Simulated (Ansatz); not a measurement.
## Mo: energy against strain

Mo (bcc, Im-3m, 15.062 Å³/atom at rest) under an equal strain ε in the (001) plane with the normal axis free, as in a coherent film. LDA in Ansatz, a plane-wave DFT program (PAW, default set), 420 eV, 30×30×30 Γ-centred mesh, Fermi-Dirac smearing 0.10 eV; ions are relaxed within the symmetry of each cell.

Here s stands for strain and y for E less E0.

| strain (%) | E less E0 (meV/atom) |
|---|---|
| -1.50 | 12.40 |
| -1.00 | 5.43 |
| -0.50 | 1.32 |
| 0.00 | 0.00 |
| 0.50 | 1.39 |
| 1.00 | 5.41 |
| 1.50 | 11.95 |
| 3.00 | ? |

Task: Fit y against s with a parabola, and predict the withheld value at s = 3.00.

Result: Least squares gives y = 0.004 - 0.0943·s + 5.4105·s². Residuals (row less fit): 0.081, -0.079, -0.084, -0.004, 0.081, 0.090, -0.086; standard error 0.102 (degrees of freedom: 4). Twice the quadratic coefficient over the volume, 2 × 5.4105 meV × 10⁴ × 0.1602 / 15.062 Å³, is twice the biaxial elastic modulus of this plane = 1151 ± 9 GPa. At the withheld row, y = 0.004 - 0.0943 × 3.0 + 5.4105 × 3.0² = 48.416 meV/atom. The calculation gives 45.71 meV/atom, 2.706 meV/atom below the prediction (5.9 % of the range of y in the table). The row lies outside the fitted rows, so this is an extrapolation. From the scatter of the fitted rows alone, a prediction at this place has a standard error of 0.391 meV/atom, so the miss is 6.9 times that.

One order more, fitted to all 13 runs of the series, follows each within 0.08, so the miss is the next term of a smooth law. In a metal these values are sensitive to mesh and smearing; energies are taken to zero smearing, stresses follow the free energy. Rows are the converged runs of the series near zero and its far end; series whose fitted rows scatter by over a few per cent of the range, as at a crossing or softening among them, aren't shown in this form. Most that stay on the fit to the last digits aren't either.
